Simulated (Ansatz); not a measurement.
SnTe in the rock salt structure (space group Fm-3m, No. 225)

```xyz
2
Lattice="0.0000 3.1856 3.1856 3.1856 0.0000 3.1856 3.1856 3.1856 0.0000" Properties=species:S:1:pos:R:3 pbc="T T T"
Te     0.0000     0.0000     0.0000
Sn     3.1856     3.1856     3.1856
```

Level of theory: r2SCAN in Ansatz (plane waves to 500 eV, PAW, no spin-orbit coupling), earlier PAW set. Γ-centred 13×13×13 mesh, Fermi–Dirac width 0.05 eV.

| Property | Value |
|---|---|
| Volume per atom | 32.33 Å³ |
| Density | 6.33 g/cm³ |
| Band gap | 0.13 eV, direct at L |
| Electron mass | 0.065 mₑ along k, 0.14 mₑ across |
| Lowest conduction-band minima above the VBM | L along ⟨111⟩ 0.13 eV; a point along ⟨110⟩, about 0.6 Å⁻¹ from Γ 0.63 eV; a point along ⟨100⟩, about 0.3 Å⁻¹ from Γ 1.00 eV |
| Total energy | -6517.067 eV/atom (σ→0; compares only within this code and set-up) |

Spin-orbit coupling, missing from the scalar runs, can matter with Te. Masses are band curvatures over ±0.01 Å⁻¹ around the edge. Along k means along the line from Γ to the band edge. Whether these cells are dynamically stable was not tested. The zero or small gap of SnTe can change with the level of theory.

Ansatz is a program for electronic structure.
